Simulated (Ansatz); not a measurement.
Output of an Ansatz run (abridged):

```
WARN ansatz: RAYON_NUM_THREADS=1 ignored (pool sized by the plan → 1); use --threads N
Pseudopotentials: kind: paw
Pseudopotential: Ag, paw, valence charge 19
Crystal: 4 atoms, lattice volume = 164.917 Å³
Basis set: ecut = 420 eV, 3217 PW (Γ)
Bands: 46, of which v1, the nominal top of the filled ones, is band 38 counted from 1 (37 counted from 0)
Symmetry: 8 space group operations
Space group: Cmme (ITA 67), of the structure as read, at distance tolerance 5.5e-5 Å
k-points: 64 of 225
PAW frozen core: Ag, regenerated for the run's functional, and the local potential with it
Initial density: superposition of atomic densities (neutral atoms: chi_scale 0, normalization atom), corrected by the library's trained network
Initial wavefunctions: pseudopotential atomic-orbital guess
Eigensolver: davidson
Functional: x = slater, c = lda
SCF iter   1: F=—  HF=-29830.935220 eV  |F-HF|=—  |Δ(HF+E_count)|=         —  Δρ=8.93e-3  dr2=1.20e-1  ethr=1.77e-3  ⟨swp⟩=7.3  Hψ=12128  notcnv=0  defer=37
all-band conjugate gradients solve this SCF's bands
preconditioner: auto → LDOS
SCF iter   2: F=—  HF=-29830.979126 eV  |F-HF|=—  |Δ(HF+E_count)|=   4.39e-2  Δρ=1.37e-2  dr2=2.52e-1  ethr=1.58e-4  ⟨swp⟩=2.4  Hψ=6349  notcnv=0  defer=104
SCF iter   3: F=—  HF=-29830.903399 eV  |F-HF|=—  |Δ(HF+E_count)|=   7.57e-2  Δρ=8.84e-4  dr2=9.15e-4  ethr=1.58e-4  ⟨swp⟩=2.2  Hψ=5555  notcnv=0  defer=104
SCF iter   4: F=—  HF=-29830.902934 eV  |F-HF|=—  |Δ(HF+E_count)|=   4.65e-4  Δρ=1.20e-4  dr2=4.96e-5  ethr=1.20e-6  ⟨swp⟩=4.0  Hψ=7386  notcnv=0  defer=104
SCF iter   5: F=—  HF=-29830.902888 eV  |F-HF|=—  |Δ(HF+E_count)|=   4.53e-5  Δρ=3.97e-5  dr2=2.41e-6  ethr=6.53e-8  ⟨swp⟩=2.0  Hψ=4267  notcnv=0  defer=100
SCF iter   6: F=—  HF=-29830.902888 eV  |F-HF|=—  |Δ(HF+E_count)|=   1.05e-7  Δρ=1.76e-5  dr2=4.33e-7  ethr=3.17e-9  ⟨swp⟩=2.0  Hψ=4663  notcnv=0  defer=100
SCF iter   7: F=-29830.902888 eV  HF=-29830.902888 eV  |F-HF|=3.04e-9  |Δ(HF+E_count)|=   7.33e-8  Δρ=3.85e-6  dr2=2.18e-8  ethr=1.32e-10  ⟨swp⟩=12.7  Hψ=13780  notcnv=0
the search or the solves at the SCF's close seem to have found levels that the self-consistency loop had missed (the run counts 1) …
SCF 1 converged in 7 iterations: F = -29830.902888 eV  dr2 = 2.18e-8
SCF converged after 7 iterations
Free energy (F): -29830.902888 eV
Harris-Foulkes:  -29830.902888 eV  (|F-HF|=3.04e-9)
Internal energy: -29830.860995 eV  (E = F + TS)
E sigma→0 (E₀):  -29830.881942 eV
Entropy (-TS):   -0.041893 eV (-10.473 meV/atom)
Fermi energy:    4.176311 eV
--- Per-component energies (eV) ---
  E_band       = -1907.462587
  E_kinetic    = 2105.544315
  E_local      = -83746.896460  (includes V_loc(G=0)·N_el)
  E_nonlocal   = 348.375399
  E_hartree    = 40987.140523
  E_xc         = -729.952345
  E_vxc        = -932.168451  (∫ρ·V_xc dr)
  E_paw        = -15083.386028  (= ΣΔE_a)
  E_vpaw       = -1656.636964  (= ΣTr[D̂ρ^β])
  E_aug_tail   = 0.001045  (compensation charges beyond the density's cutoff)
  E_ewald      = 26285.413327
  E_core_change = 2.899230  (= ΣΔE_core)
  E_smearing   = -0.041893  (= −TS)
  E_closure    = -0.000000  (closes the sum)
  Σ components = -29830.902888   (vs F -29830.902888, Δ=0.00e0)
--- Forces (eV/Å), atoms counted from 1 ---
  atom   1  Ag     0.00000000     0.00000000     0.65495502
  atom   2  Ag     0.00000000    -0.00000000     0.01048117
  atom   3  Ag     0.00000000    -0.00000000    -0.01048117
  atom   4  Ag     0.00000000     0.00000000    -0.65495502
  max |Σ_I F_I| component: 1.32e-23 eV/Å
--- Stress (GPa, compression-positive) ---
       -6.243164      -0.210532       0.000000
       -0.210532      -6.392033       0.000000
        0.000000       0.000000      -4.516375
  P = ⅓ Tr σ = -5.7172 GPa (-57.172 kbar)
  The stress holds the Pulay correction. Without it, at fixed plane waves, as pw.x and ABINIT print it: P = -5.7257 GPa
--- Band table (eV; the first three rows and the last of 64) ---
  k-point 0: bands = ["-87.3900", "-87.3835", "-87.1716", "-87.1716", "-50.9665", "-50.9046", "-50.9042", "-50.8810", "-50.8717", "-50.8709", "-50.6997", "-50.6985", "-50.6824", "-50.6823", "-50.6738", "-50.6738", "-2.7590", "-1.8636", "-1.5803", [...]
  k-point 1: bands = ["-87.3896", "-87.3832", "-87.1713", "-87.1713", "-50.9656", "-50.9105", "-50.9001", "-50.8833", "-50.8737", "-50.8732", "-50.6993", "-50.6983", "-50.6845", "-50.6844", "-50.6757", "-50.6757", "-2.6581", "-1.7746", "-1.5147", [...]
  k-point 2: bands = ["-87.3886", "-87.3826", "-87.1705", "-87.1705", "-50.9631", "-50.9192", "-50.8980", "-50.8926", "-50.8783", "-50.8762", "-50.6983", "-50.6978", "-50.6938", "-50.6936", "-50.6778", "-50.6778", "-2.3717", "-1.5512", "-1.3449", [...]
  k-point 63: bands = ["-87.3776", "-87.3723", "-87.1599", "-87.1599", "-50.9902", "-50.9760", "-50.9536", "-50.9433", "-50.9283", "-50.8942", "-50.7853", "-50.7853", "-50.7307", "-50.7306", "-50.6861", "-50.6855", "-1.5374", "-1.5147", "-1.4625", [...]
```

The structure:

```
CELL_PARAMETERS angstrom
      2.88202     0.00000     0.00000
     -3.84269     2.71719     0.00000
      0.00000     0.00000    21.05948
ATOMIC_POSITIONS crystal
  Ag 0.00000 0.00000 0.33239
  Ag 0.00000 0.50000 0.44413
  Ag 0.00000 0.00000 0.55587
  Ag 0.00000 0.50000 0.66761
```

Q: What input produced this log?

A: Other spellings and defaults could give the same log, and not every line can be read from it. The input that was run (DFT, LDA (PW92), plane waves, default PAW files made with PBE):

Ansatz 0.2 input:
```yaml
crystal:
  lattice:
    - [2.882016, 0.000000, 0.000000]
    - [-3.842689, 2.717191, 0.000000]
    - [0.000000, 0.000000, 21.059481]
  atoms:
    - { symbol: Ag, position: [0.000000, 0.000000, 0.332392] }
    - { symbol: Ag, position: [1.000000, 0.500000, 0.444132] }
    - { symbol: Ag, position: [0.000000, 0.000000, 0.555868] }
    - { symbol: Ag, position: [0.000000, 0.500000, 0.667608] }
basis:
  ecutwfc: 420.0
kpoints:
  mp_grid: { grid: [15, 15, 1] }
hamiltonian:
  xc: lda
  pseudopotentials: { kind: paw }
scf:
  occupations: { method: fermi_dirac, width: 0.1 }
output:
  forces: true
  eigenvalues: true
  stress: true
```

The starting cell comes from a database of computed structures (which also holds hypothetical and non-ambient phases and stackings), without a prior relaxation at this level. The slab is cut from that crystal, and its faces are unrelaxed. Its lattice was rescaled by up to half a per cent.

Ansatz is a first-principles code.
